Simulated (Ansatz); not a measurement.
The reference is WC (space group P-6m2, No. 187; a = 2.9122 Å, c = 2.8362 Å).

Level of theory: r2SCAN (Ansatz, a first-principles code; PAW; 500 eV plane waves; no SOC).

Before the change:

The volume per atom comes out as 10.42 Å³.

The change: a hydrostatic pressure of 30 GPa.

### Question
What happens to the volume per atom?

### Answer
The volume per atom falls by 0.66 Å³ (10.42 Å³ → 9.76 Å³).

Load acts through the strain it causes; cell and atoms are relaxed under it. No phonon test of stability was made. Competing high-pressure phases were not computed. All final runs are without spin polarisation.
